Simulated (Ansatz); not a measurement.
Start from La (space group P6_3/mmc, No. 194; a = 3.7835 Å, c = 12.0681 Å; relaxed with 0.1 eV smearing). Axes: x lies along a and z along c of the hexagonal cell.

Method: r2SCAN (Ansatz, a first-principles code; PAW; 500 eV plane waves; scalar-relativistic without spin-orbit coupling).

Base values:

Pressure: 0.0 GPa
Volume per atom: 37.40 Å³

Modification: compressive biaxial strain of 0.78 % in the plane normal to [001], as in epitaxy on a mismatched substrate; the out-of-plane cell vector and the atoms relax.

Problem. Predict the new pressure.

Solution. The pressure (mean of the normal stresses, compression positive) goes from zero to 0.3 GPa.

Problem. How does this affect the volume per atom?

Solution. The volume per atom shrinks by 0.468 Å³, from 37.40 Å³ to 36.94 Å³.

Whether these cells are dynamically stable was not tested.
